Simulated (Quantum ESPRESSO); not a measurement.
## Short convergence ladders for CoPd3 (P4mm, 4 atoms in the cell)

```xyz
4
Lattice="3.8388 0.0000 0.0000 0.0000 3.8388 0.0000 0.0000 0.0000 3.8388" Properties=species:S:1:pos:R:3 pbc="T T T"
Co     0.0000     0.0000     0.0500
Pd     0.0000     1.9194     1.9194
Pd     1.9194     0.0000     1.9194
Pd     1.9194     1.9194     0.0000
```
Moments meant for the start (each program seeds them in its own way; μB, in the order of the atoms Co Pd Pd Pd): 3.0 1.0 1.0 1.0.

Base method: PBEsol, GBRV 1.5 ultrasoft (PBESOL) pseudopotentials (plane waves; Quantum ESPRESSO).

Base settings: ecutwfc = 50 Ry; ecutrho = 400 Ry; occupations = smearing; smearing = fermi-dirac; degauss = 0.0073499 Ry; nspin = 2; potentials = {Co: co_pbesol_v1.2.uspp.F.UPF, Pd: pd_pbesol_v1.4.uspp.F.UPF}; K_POINTS = automatic 3 3 3 0 0 0; conv_thr = 1e-10 Ry; mixing_beta = 0.4.

The count of work is k-points × plane waves × bands × iterations; it is no time. 

**The cutoff for other potential files**

Level: DFT, PBEsol, plane waves, SSSP 1.1.2 efficiency (PBE) pseudopotentials.

In this ladder: pseudopotentials = {Co: Co_pbe_v1.2.uspp.F.UPF, Pd: Pd_ONCV_PBE-1.0.oncvpsp.upf}; input_dft = pbesol. Moved along: ecutrho.

The second cell is the first with its lattice scaled by 0.98.

The mesh stays at the base's, so the ladder's end is converged at best in this setting alone.

Only quantities that move along the ladder and can be compared are tabulated.

```csv
ecutwfc,free energy less the last step's (meV/atom),energy of the compressed cell less the first (meV/atom),pressure (GPa),largest difference of a force vector from the last step's (eV/Å),net moment (μB/atom),count of work / last
27 Ry,5433.30,-189.80,-307.62,0.174,0.765,0.087
33 Ry,881.83,-21.96,-77.99,0.020,0.745,0.13
42 Ry,37.90,-0.09,-9.69,0.000,0.760,0.21
51 Ry,14.61,-0.28,-6.14,0.000,0.760,0.26
60 Ry,10.47,-0.26,-6.08,0.000,0.760,0.35
72 Ry,7.54,-0.26,-6.15,0.000,0.760,0.46
90 Ry,1.75,-0.22,-6.04,0.000,0.760,0.65
120 Ry,0.00,-0.23,-5.97,0.000,0.760,1.0
```

Coarsest ecutwfc that holds the pressure within 1 GPa of the last step, with all finer ones: 51 Ry, at 0.26 of the last step's count of work; the step before is off by 3.7 GPa.

Coarsest ecutwfc that holds the energy of the compressed cell less the first within 0.5 meV/atom of the last step, with all finer ones: 42 Ry, at 0.21 of the last step's count of work; the step before is off by 22 meV/atom.

Coarsest ecutwfc that holds the free energy within 5 meV/atom of the last step, with all finer ones: 90 Ry; the step before is off by 7.5 meV/atom.

At the lowest cutoff the pressure lies 302 GPa under the last step's, the usual sign of Pulay stress in an incomplete plane-wave basis.

**The density cutoff**

The mesh stays at the base's, so the ladder's end is converged at best in this setting alone.

Only quantities that move along the ladder and can be compared are tabulated.

| ecutrho | free energy less the last step's (meV/atom) | pressure (GPa) | largest difference of a force vector from the last step's (eV/Å) |
|---|---|---|---|
| 100 Ry | -28.23 | -3.49 | 0.013 |
| 150 Ry | 0.05 | -5.39 | 0.000 |
| 200 Ry | 0.16 | -5.40 | 0.000 |
| 250 Ry | 0.13 | -5.41 | 0.000 |
| 300 Ry | 0.00 | -5.40 | 0.000 |
| 400 Ry | 0.01 | -5.40 | 0.000 |
| 500 Ry | 0.04 | -5.40 | 0.000 |
| 600 Ry | -0.03 | -5.41 | 0.000 |
| 800 Ry | 0.00 | -5.40 | 0.000 |

Coarsest ecutrho that holds the pressure within 0.05 GPa of the last step, with all finer ones: 150 Ry; the step before is off by 1.9 GPa.

Coarsest ecutrho that holds the free energy within 1 meV/atom of the last step, with all finer ones: 150 Ry; the step before is off by 28 meV/atom.

Coarsest ecutrho that holds the forces within 0.005 eV/Å of the last step, with all finer ones: 150 Ry; the step before is off by 0.013 eV/Å.

On the base run: the starting cell comes from a database of computed structures (which also holds hypothetical and non-ambient phases and stackings), without a prior relaxation at this level. Its lattice was rescaled by up to half a per cent. One atom was moved a little off its site on purpose. The magnetic order is the one reached from the typed start; others were not searched systematically. In the base run, with a pressure of about -5 GPa the cell is away from its equilibrium volume at this level. Without a gap this mesh is coarse (it stands for a supercell whose shortest vector is 12 Å).
